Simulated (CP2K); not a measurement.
Band structure of ZnSnP₂ (I-42d, 8 atoms in the cell).

```
ZnSnP2
1.0
    6.99940     0.00000     0.00000
    2.34926     6.59338     0.00000
   -4.67433    -3.29669     4.03412
Zn Sn P
2 2 4
Direct
  0.75000   0.25000   0.50000
  0.00000   0.00000   0.00000
  0.25000   0.75000   0.50000
  0.50000   0.50000   0.00000
  0.37500   0.35362   0.47862
  0.64638   0.12500   0.02138
  0.87500   0.89638   0.52138
  0.10362   0.62500   0.97862
```

Level of theory: PBE, GPW, DZVP-MOLOPT-SR-GTH basis, GTH-PBE potentials (GTH_POTENTIALS) run with CP2K.

Settings: CUTOFF = 600 Ry; REL_CUTOFF = 40 Ry; KPOINTS/SCHEME = MONKHORST-PACK 4 4 4; GAMMA_CENTERED = T; XC_FUNCTIONAL = PBE; Zn/BASIS_SET = DZVP-MOLOPT-SR-GTH-q12; Zn/POTENTIAL = GTH-PBE-q12; Sn/BASIS_SET = DZVP-MOLOPT-SR-GTH-q4; Sn/POTENTIAL = GTH-PBE-q4; P/BASIS_SET = DZVP-MOLOPT-SR-GTH-q5; P/POTENTIAL = GTH-PBE-q5; METHOD = GPW; EPS_DEFAULT = 1e-10; EXTRAPOLATION = USE_GUESS.

The starting cell comes from a database of computed structures (which also holds hypothetical and non-ambient phases and stackings), without a prior relaxation at this level. Its lattice was rescaled by a random factor within 2.5 % of one. Values carry the incompleteness of an atom-centred basis.

Question: Predict the gap along the standard path and the places of the band edges.

Answer: The gap along the path is 0.74 eV, direct at Γ to within 0.01 eV.

Levels in eV from the top of the valence band on the SCF mesh, bands 23 to 27:
```csv
point,23,24,25,26,27
Γ,-2.38,0.00,0.00,0.00,0.74
X,-1.03,-1.03,-0.72,-0.72,1.10
Y,-1.15,-1.15,-1.00,-1.00,1.44
S,-2.10,-1.79,-1.07,-0.86,1.65
Z,-1.63,-1.63,-1.27,-1.27,1.43
S1,-2.10,-1.79,-1.07,-0.86,1.65
N,-2.18,-1.78,-1.42,-0.91,2.44
P,-1.03,-1.03,-0.98,-0.98,1.64
Y1,-1.15,-1.15,-1.00,-1.00,1.44
```

Higher empty bands are left out: an atom-centred basis made for the valence describes them poorly.
